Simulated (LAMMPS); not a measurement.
Melts of Nb (bcc) cooled to 300 K at several rates.

Method: classical MD, pair style meam, file library.meam (library.meam-Nb), run in LAMMPS.

```csv
cooling rate (K/s),energy above the crystal,state,density,coordination number,rough cost
3e+12,0.034 eV/atom,glass,7.74 g/cm³ (one sample),8.0 (counted to 3.34 Å),40 core-minutes
1e+13,0.044 eV/atom,glass,7.75 g/cm³ (one sample),7.64 (counted to 3.30 Å),15 core-minutes
1e+14,0.069 eV/atom,glass,7.75 g/cm³ (one sample),7.49 (counted to 3.30 Å),100 core-seconds
```

Costs are rough and include melting and analysis.

Caution: the potential MEAM library.meam-Nb is a first-neighbour MEAM set with a 4 Å cutoff, used here without a parameter file and away from the static properties it was fitted to.
